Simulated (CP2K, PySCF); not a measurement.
A CP2K input for a self-consistent single point of Al (Fm-3m, 1 atom in the cell) (DFT PBE, GPW, DZVP-MOLOPT-SR-GTH basis, GTH-PBE potentials (GTH_POTENTIALS)):

```
&GLOBAL
  PROJECT al
  RUN_TYPE ENERGY_FORCE
  PRINT_LEVEL MEDIUM
&END GLOBAL
&FORCE_EVAL
  METHOD Quickstep
  STRESS_TENSOR ANALYTICAL
  &DFT
    BASIS_SET_FILE_NAME BASIS_MOLOPT
    POTENTIAL_FILE_NAME GTH_POTENTIALS
    &QS
      METHOD GPW
      EPS_DEFAULT 1E-10
    &END QS
    &MGRID
      CUTOFF 400
      REL_CUTOFF 40
      NGRIDS 5
    &END MGRID
    &SCF
      SCF_GUESS ATOMIC
      EPS_SCF 1E-6
      MAX_SCF 100
      ADDED_MOS 4
      &DIAGONALIZATION
        ALGORITHM STANDARD
      &END DIAGONALIZATION
      &MIXING
        METHOD BROYDEN_MIXING
        ALPHA 0.3
        NBUFFER 12
        BETA 1
      &END MIXING
      &SMEAR ON
        METHOD GAUSSIAN
        SIGMA [eV] 0.05
      &END SMEAR
    &END SCF
    &KPOINTS
      SCHEME MONKHORST-PACK 11 11 11
    &END KPOINTS
    &XC
      &XC_FUNCTIONAL PBE
      &END XC_FUNCTIONAL
    &END XC
    &PRINT
      &MO
        EIGENVALUES T
        OCCUPATION_NUMBERS T
        NDIGITS 8
        FILENAME mo
        &EACH
          QS_SCF 0
        &END EACH
        ADD_LAST NUMERIC
      &END MO
      &MULLIKEN ON
      &END MULLIKEN
    &END PRINT
  &END DFT
  &SUBSYS
    &CELL
      ABC 2.85761200 2.85761236 2.85761260
      ALPHA_BETA_GAMMA 59.99999892 60.00000698 60.00000415
      PERIODIC XYZ
    &END CELL
    &COORD
      Al       0.00000000     0.00000000     0.00000000
    &END COORD
    &KIND Al
      BASIS_SET DZVP-MOLOPT-SR-GTH
      POTENTIAL GTH-PBE-q3
    &END KIND
  &END SUBSYS
  &PRINT
    &FORCES ON
    &END FORCES
    &STRESS_TENSOR ON
    &END STRESS_TENSOR
  &END PRINT
&END FORCE_EVAL
```

### Question
Give the PySCF input for the same structure, mesh, smearing and functional.

### Answer
This is the input that was run; spellings and numerical settings could be chosen otherwise.

```python
import numpy as np
from pyscf.pbc import gto, scf, dft

cell = gto.M(
    a=np.array([[0, 2.020637, 2.020637],
              [2.020637, 0, 2.020637],
              [2.020637, 2.020637, 0]]),
    atom='''
Al              0              0              0
''',
    unit='Angstrom',
    basis='gth-dzvp-molopt-sr',
    pseudo='gth-pbe',
    ke_cutoff=50,
    precision=1e-06,
    spin=1,
    max_memory=2000,
    verbose=4,
)

kpts = cell.make_kpts([11, 11, 11])
mf = dft.KUKS(cell, kpts).multigrid_numint()
mf.xc = 'pbe'
mf.conv_tol = 1e-09
mf.max_cycle = 80
mf.diis_start_cycle = 5
mf.damp = 0.7
mf = scf.addons.smearing_(mf, sigma=0.00183747, method='gauss')
mf.kernel()

res = dict(e_tot=mf.e_tot, converged=mf.converged, nao=cell.nao, mesh=cell.mesh, nelectron=cell.nelectron)
res.update(e_free=mf.e_free, e_zero=mf.e_zero)
np.savez('results.npz', **res)
eps, occ = np.array(mf.mo_energy), np.array(mf.mo_occ)
nk = len(mf.kpts)
res.update(mo_energy=eps, mo_occ=occ)
print('electrons per cell = %.6f' % (occ.sum() / nk))
full = 0.5
print('highest filled level = %.6f Ha, lowest empty level = %.6f Ha' % (eps[occ > full].max(), eps[occ <= full].min()))
dm, ovlp = mf.make_rdm1(), mf.get_ovlp()
pop = np.einsum('kij,kji->i', np.array(dm[0]) - np.array(dm[1]), np.array(ovlp)).real / nk
res['mulliken_spin'] = [pop[p0:p1].sum() for _, _, p0, p1 in cell.aoslice_by_atom()]
print('Mulliken spin moments:', np.round(res['mulliken_spin'], 4))
np.savez('results.npz', **res)
```

Basis settings and potentials, where a program has them, do not carry over. This input uses DFT PBE, Gaussian basis gth-dzvp-molopt-sr, GTH pseudopotentials gth-pbe, FFT density fitting with multigrid.

The starting cell comes from a database of computed structures (which also holds hypothetical and non-ambient phases and stackings), without a prior relaxation at this level. Its lattice was rescaled by a random factor within 2.5 % of one. For this run, on top of that: lattice scaled by 0.98.
